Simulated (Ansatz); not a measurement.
Input:

End structure of a constructed model of the (111) surface of fcc Ir (in the relaxation 3 Ir–Y bonds broke), (√3x√3)R30° surface alloy, Y on one Ir site of the top plane (bottom of the slab: a bare face, its two planes held):

```xyz
18
Lattice="4.1058 2.3705 0.0000 -4.1058 2.3705 0.0000 0.0000 0.0000 27.5000" Properties=species:S:1:pos:R:3 pbc="T T T"
Ir    -2.7372     1.5803     8.1137
Ir     0.0000     1.5803     8.1137
Ir     2.7372     1.5803     8.1137
Ir    -1.3686     0.7902    10.3486
Ir     1.3686     0.7902    10.3486
Ir     0.0000     3.1606    10.3486
Ir     0.0000     0.0000    12.5884
Ir    -1.3686     2.3705    12.5547
Ir     1.3686     2.3705    12.5547
Ir    -2.7312     1.5769    14.8025
Ir     0.0000     1.5872    14.8025
Ir     2.7312     1.5769    14.8025
Ir    -1.3518     0.7805    17.0405
Ir     1.3518     0.7805    17.0405
Ir     0.0000     3.1800    17.0405
Y      0.0000     0.0000    20.1656
Ir    -1.3686     2.3705    19.1959
Ir     1.3686     2.3705    19.1959
```

Slab: 18 atoms, 11.3 Å thick at the start with caps and adatoms (thin: gaps and levels are the slab's own); k 9x9x1, smearing 0.1 eV, dipole-corrected; 6 atoms held, the rest relaxed; held to the start's symmetry, so lower structures may exist; no spin, no spin-orbit, no U. It is one candidate, not shown to be the stable structure of the face.

Give the work function of the top face at the level PBE (Ansatz, a first-principles code).

2.81 eV
